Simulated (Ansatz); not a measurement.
## Pressure series in MoS2

The parent structure is MoS2 in the 2H-MoS2 type structure (space group P6_3/mmc, No. 194; layered, stacked along the Cartesian z axis).

```
CELL_PARAMETERS angstrom
      3.10899     0.00000     0.00000
     -1.55449     2.69246     0.00000
      0.00000     0.00000    11.70884
ATOMIC_POSITIONS crystal
  Mo 0.33333 0.66667 0.25000
  Mo 0.66667 0.33333 0.75000
  S  0.33333 0.66667 0.61649
  S  0.66667 0.33333 0.11649
  S  0.66667 0.33333 0.38351
  S  0.33333 0.66667 0.88351
```

Cell and atoms are relaxed at each pressure.

All numbers come from PBEsol-D3(BJ) in Ansatz (plane waves to 420 eV, PAW, spin-orbit coupling left out).

Candidates:
(a) pressure 100 GPa
(b) pressure −2 GPa
(c) pressure 7 GPa

Base values:

```
Property    Value
--------  -------
Band gap  0.52 eV
```

Problem. Order them by band gap, highest first.

Solution. (b) pressure −2 GPa (0.69 eV), (c) pressure 7 GPa (0.18 eV), (a) pressure 100 GPa (zero)

The mesh was chosen for an insulator and is coarse for the gapless case. Load acts through the strain it causes; cell and atoms are relaxed under it. Whether these cells are dynamically stable was not tested. No other phases were tried under pressure. All final runs are without spin polarisation. A zero or small gap of MoS2 under pressure 7 GPa can be the functional's error rather than a property of the material.

Ansatz is a first-principles code.
